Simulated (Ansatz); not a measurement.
## BeSe, response to strain

Base system: BeSe in the zinc blende structure (space group F-43m, No. 216; a = 5.129 Å).

Strains are applied to the cell and any free atomic positions relax.

Computed with PBEsol (Ansatz, an electronic-structure program, PAW, no spin-orbit coupling), earlier PAW set.

```
isotropic strain (%)  pressure (GPa)
--------------------  --------------
-1.99                            5.4
-0.91                            2.3
0                                0.0
0.61                               ?
5.35                            -9.2
```

Fit P = P₀ − Bδ + Cδ² with δ = (1 + ε)³ − 1 to the rows shown and predict the withheld row.

Least squares on the printed values gives P₀ = 0.0 GPa, B = 82.6 GPa, C = 168 GPa (largest residual 0.0 GPa); this predicts -1.5 GPa, and the run gives -1.4 GPa, in agreement.

Stability against distortions was not tested.
